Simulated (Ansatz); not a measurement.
**A computed series for GaSb: thickness series**

Consider GaSb in the zinc blende structure (space group F-43m, No. 216; a = 6.111 Å). Axes: x, y, z lie along the cube axes.

Free-standing slabs (2 atom(s) a layer) normal to [110] with 15 Å of vacuum; in-plane cell held at bulk.

All numbers come from PBEsol (Ansatz, a program for electronic structure; PAW; 420 eV plane waves; scalar-relativistic without spin-orbit coupling).

Notes on the quantities. excess energy per area of both faces: slab less bulk energy over the cell's area: twice a surface energy; uncertain by up to 0.08 J/m²; layer's space group: with vacuum.

```tsv
change	excess energy per area of both faces	shortest interatomic distance	layer's space group
base	–	2.646 Å	–
1 layer	–	2.505 Å	Pmm2 (No. 25)
2 layers	0.94 J/m²	2.605 Å	Pmn2_1 (No. 31)
3 layers	1.17 J/m²	2.636 Å	Pmm2 (No. 25)
4 layers	1.11 J/m²	2.625 Å	Pmn2_1 (No. 31)
5 layers	1.1 J/m²	2.615 Å	Pmm2 (No. 25)
6 layers	1.1 J/m²	2.622 Å	Pmn2_1 (No. 31)
7 layers	1.1 J/m²	[?]	Pmm2 (No. 25)
```

Question: What belongs in the blanks?

Answer: 
- 7 layers, shortest interatomic distance: 2.618 Å

Slab and bulk use different k-meshes, which limits the precision of the excess energy. Stability against distortions was not tested. All final runs are without spin polarisation.
